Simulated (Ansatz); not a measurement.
Start from Ca(OH)₂ (space group P-3m1, No. 164; layered).

```yaml
crystal:
  lattice:
    - [3.56116, 0.00000, 0.00000]
    - [-1.78058, 3.08405, 0.00000]
    - [0.00000, 0.00000, 4.76765]
  atoms:
    - { symbol: Ca, position: [0.00000, 0.00000, 0.00000] }
    - { symbol: H, position: [0.66667, 0.33333, 0.55664] }
    - { symbol: H, position: [0.33333, 0.66667, 0.44336] }
    - { symbol: O, position: [0.66667, 0.33333, 0.76119] }
    - { symbol: O, position: [0.33333, 0.66667, 0.23881] }
```

All numbers come from DFT with PBEsol, PAW potentials and a 420 eV plane-wave cutoff in Ansatz (an electronic-structure program), without spin-orbit coupling.

Before the change:

The valley order is Γ 4.19 eV; M (1/2, 0, 0) 5.88 eV. The lattice parameter a comes out as 356.1 pm.

Perturbation: cell and atoms relaxed at a pressure of 7 GPa.

**Question.** What does the calculation give for the valley order after the change?

**Answer.** The valley order (the lowest conduction-band minima on the path, energy above the VBM, named in the base's zone) changes from Γ 4.19 eV; M (1/2, 0, 0) 5.88 eV to Γ 4.72 eV; M (1/2, 0, 0) 5.56 eV.

**Question.** What does the calculation give for the lattice parameter a after the change?

**Answer.** The lattice parameter a decreases by 10.26 pm to 345.9 pm.

The levels and masses belong to the bands next to the band gap. Load acts through the strain it causes; cell and atoms are relaxed under it. Whether these cells are dynamically stable was not tested. Competing high-pressure phases were not computed. No dispersion term is included in the PBEsol runs.
